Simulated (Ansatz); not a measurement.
**Electron-phonon data for Lu3SnC (Pm-3m)**

Given:

```xyz
5
Lattice="4.6845 0.0000 0.0000 0.0000 4.6845 0.0000 0.0000 0.0000 4.6845" Properties=species:S:1:pos:R:3 pbc="T T T"
Lu     2.3423     0.0000     2.3423
Lu     0.0000     2.3423     2.3423
Lu     2.3423     2.3423     0.0000
Sn     0.0000     0.0000     0.0000
C      2.3423     2.3423     2.3423
```

Calculation: PBEsol, DFPT electron-phonon coupling, linearised Boltzmann equation (plane waves, PAW, scalar-relativistic; Ansatz, a program for electronic structure). How the cell was made: relaxed with this functional, without spin-orbit coupling.

```json
{
 "resistivity at 300 K": "26 μΩ·cm",
 "resistivity at 77 K": "4.4 μΩ·cm",
 "electron mean free path at 300 K (weighted by the current that each state carries)": "8.2 nm",
 "electron-phonon coupling λ": "0.24",
 "transport coupling λ_tr": "0.27",
 "logarithmic_mean_phonon_energy": "15.0 meV",
 "density of states at the Fermi level": "1.00 states/(eV·spin·cell)",
 "drude_plasma_energy": "3.4 eV",
 "Hall coefficient at 300 K": "-55 ×10⁻¹¹ m³/C",
 "Tc for μ* = 0.10 (anisotropic Eliashberg)": "below 1 K",
 "Tc for μ* = 0.13 (anisotropic Eliashberg)": "below 1 K"
}
```

A metal at this level (no band gap). Only scattering by harmonic phonons is included (no impurities, grain boundaries, electron-electron scattering or thermal expansion). Spin-orbit coupling is left out, which matters with elements this heavy. Halving the electron mesh (20x20x20) moves the resistivity by up to 1 % at 300 K, the mean free path by up to 2 %, the coupling by up to 1 %. Smearing 0.20 eV; phonons on a 3x3x3 q mesh, which this run doesn't test and which matters most at low temperature. Tc comes from the anisotropic Migdal-Eliashberg equations with μ*, a chosen number, referred to 26 meV.

Computed structure with no diffraction record at hand here (it may be known, metastable or hypothetical): Lu3SnC (Pm-3m).
